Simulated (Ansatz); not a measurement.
# ZnS: band gap against strain

ZnS (zinc blende, F-43m, 19.564 Å³/atom at rest, cube axes along x, y and z) under an equal strain ε along all three axes. r2SCAN in Ansatz, a plane-wave DFT program (PAW, default set), 500 eV, 11×11×11 Γ-centred mesh, Fermi-Dirac smearing 0.05 eV; ions are relaxed within the symmetry of each cell. Gaps are the smallest over the k-mesh and a band path, without spin-orbit coupling; in all rows the valence edge lies at Γ and the conduction edge at Γ.

Here s stands for strain and Eg for gap.

| strain (%) | gap (eV) |
|---|---|
| -1.50 | 2.915 |
| -1.00 | 2.843 |
| -0.50 | 2.773 |
| 0.00 | 2.703 |
| 0.50 | 2.634 |
| 1.00 | 2.566 |
| 1.50 | 2.499 |
| 3.00 | ? |

Problem. Fit Eg against s with a straight line, and predict the withheld value at s = 3.00.

Solution. Means: s 0, Eg 2.7047. About the means, the sum of products is -0.97050 and the sum of squares of s is 7.0000; the slope is their ratio. Least squares gives Eg = 2.7047 - 0.13864·s. Residuals (row less fit): 0.0023, -0.0003, -0.0010, -0.0017, -0.0014, -0.0001, 0.0023; standard error 0.0018 (degrees of freedom: 5). Over these rows the gap moves by -14 ± 0.07 eV per unit strain, or -4.6 eV per unit of ln V. At the withheld row, Eg = 2.7047 - 0.13864 × 3.0 = 2.2888 eV. The calculation gives 2.303 eV, 0.0142 eV above the prediction (2.3 % of the range of Eg in the table). The row lies outside the fitted rows, so this is an extrapolation. From the scatter of the fitted rows alone, a prediction at this place has a standard error of 0.0028 eV, so the miss is 5.1 times that.

One order more, fitted to all 13 runs of the series, follows each within 0.001, so the miss is the next term of a smooth law. Other structures, which can take over under pressure, weren't tried. Rows are the converged runs of the series near zero and its far end; series whose fitted rows scatter by over a few per cent of the range, as at a crossing or softening among them, aren't shown in this form. Most that stay on the fit to the last digits aren't either.
